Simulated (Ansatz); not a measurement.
## PbO2 under a change: tensor shear ε_xz = +0.33 %

Start from PbO₂ in the rutile structure (space group P4_2/mnm, No. 136; a = 4.998 Å, c = 3.411 Å). Axes: x, y, z lie along a, b, c of the conventional cell.

Modification: a pure shear with ε_xz = ε_zx = 0.0033, atoms relaxed at fixed cell.

Method: Ansatz (an electronic-structure program), PBEsol, PAW, cutoff 420 eV, no SOC. Settings: 7×7×10 k-points, 0.05 eV Fermi–Dirac smearing.

```tsv
quantity	base	changed	shift
volume per atom	14.20 Å³	14.20 Å³	0.00 Å³
space group	P4_2/mnm (No. 136)	P2_1/c (No. 14)	–
energy relative to the base (free energy F)	0 meV/atom	+0.1 meV/atom	+0.1 meV/atom
pressure (mean of the normal stresses, compression positive)	0.0 GPa	0.0 GPa	0.0 GPa
band gap	zero	zero	–
stress (xx, yy, zz, yz, xz, xy; compression positive) (rough)	–	(0.0, 0.0, 0.0, 0.0, -0.3, 0.0) GPa	–
```

Final structure:

```xyz
6
Lattice="4.9983 0.0000 0.0165 0.0000 4.9983 0.0000 0.0113 0.0000 3.4115" Properties=species:S:1:pos:R:3 pbc="T T T"
Pb     0.0000     0.0000     0.0000
Pb     2.5048     2.4991     1.7140
O      1.5373     1.5378     0.0074
O      4.0421     0.9614     1.7214
O      0.9675     4.0369     1.7066
O      3.4610     3.4605     0.0091
```

Without a gap, meshes like the base's 7×7×10 leave anisotropic stresses uncertain by several tenths of a GPa, and small strain energies with them. Spin-orbit coupling, missing from the scalar runs, can matter with Pb. The cells carry an imposed strain or load. No phonon test of stability was made. The final runs are not spin-polarised. Gaps under 0.05 eV, about the width of the smearing, are given as zero. A zero or small gap of PbO2 can be the functional's error rather than a property of the material.
